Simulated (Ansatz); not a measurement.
**ScAl3: response to strain**

Start from ScAl3 in the Cu3Au type structure (space group Pm-3m, No. 221; relaxed with 0.1 eV smearing).

```
ScAl3
1.0
    4.03268     0.00000     0.00000
    0.00000     4.03268     0.00000
    0.00000     0.00000     4.03268
Sc Al
1 3
Cartesian
  0.00000   0.00000   0.00000
  0.00000   2.01634   2.01634
  2.01634   0.00000   2.01634
  2.01634   2.01634   0.00000
```

Cartesian axes are those of the cell as printed.

Strains are applied to the cell and any free atomic positions relax.

Computed with LDA (Ansatz, an electronic-structure program), spin-orbit coupling left out.

Notes on the quantities. energy relative to the base: free energy F.

| uniaxial strain ε_zz (%) | energy relative to the base (meV/atom) |
|---|---|
| -3 | 9.7 |
| -2.4 | ? |
| -1.8 | 3.4 |
| -1.2 | 1.5 |
| -0.6 | 0.4 |
| 0 | 0.0 |

Fit ΔE = Aε² + Bε³ (ε in %) to the rows shown and predict the withheld row.

Least squares on the printed values gives A = 1.01 and B = -0.021 meV/atom (largest residual 0.0 meV/atom); this predicts 6.1 meV/atom, and the run gives 6.1 meV/atom, in agreement.

Stability against distortions was not tested. All final runs are without spin polarisation.
